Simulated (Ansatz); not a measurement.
ScBeNO (model structure, started from the AlSiCN type, P3m1, No. 156, 4 atoms in the cell), treated with LDA (PAW; Ansatz, a program for electronic structure).

Numerical settings: plane-wave cutoff 520 eV, 12×12×6 k mesh (along the axes of the cell as run), Fermi–Dirac smearing 0.01 eV, scalar-relativistic PAW data made under PBE.

Cell (relaxed at this level):

```yaml
crystal:
  lattice:
    - [3.23686, 0.00000, 0.00000]
    - [-1.61843, 2.80320, 0.00000]
    - [0.00000, 0.00000, 4.73576]
  atoms:
    - { symbol: Sc, position: [0.33333, 0.66667, 0.52100] }
    - { symbol: Be, position: [0.66667, 0.33333, 0.98866] }
    - { symbol: O, position: [0.33333, 0.66667, 0.08970] }
    - { symbol: N, position: [0.66667, 0.33333, 0.65063] }
```

Task: Predict the band gap, direct gap at Γ and bulk modulus B0.

Result: 
- band gap: 3.15 eV (on the SCF k mesh)
- direct gap at Γ: 4.20 eV
- bulk modulus B0: 152 GPa

Note: the bulk modulus is −V dP/dV from two relaxed cells at ±2 % in volume; the relaxation could raise the start's symmetry but not lower it, so the cell can be a saddle point.

Computed values are for the static lattice.

A model structure was made by putting elements into a prototype or built by hand; it is no filed structure, need not be a known phase, and can be a saddle point held by its symmetry.
